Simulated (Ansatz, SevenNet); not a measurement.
For wurtzite BN (high-pressure phase), the machine-learned potential SevenNet-0 (trained on PBE and PBE+U data) gives:

```
Item                        Result
-------------------------  -------
elastic constant C11       771 GPa
elastic constant C44       224 GPa
polycrystal shear modulus  270 GPa
```

Problem. What does B3LYP (VWN-RPA form) in Ansatz (plane waves, PAW) give for the same quantities?

Solution. 
- elastic constant C11: 967 GPa (increases by 25 %)
- elastic constant C44: 355 GPa (rises by 58 %)
- Voigt–Reuss–Hill shear modulus: 405 GPa (increases by 50 %)

Changes are worked out from the printed values.

Unless a cell is named, each level is at its own relaxed cell (SevenNet-0 5.97, B3LYP (VWN-RPA form) 5.93 Å³/atom).

Ansatz's density-functional and Hartree–Fock values are scalar-relativistic unless marked +SOC, with PAW data made under PBE.

Ansatz is an electronic-structure program.
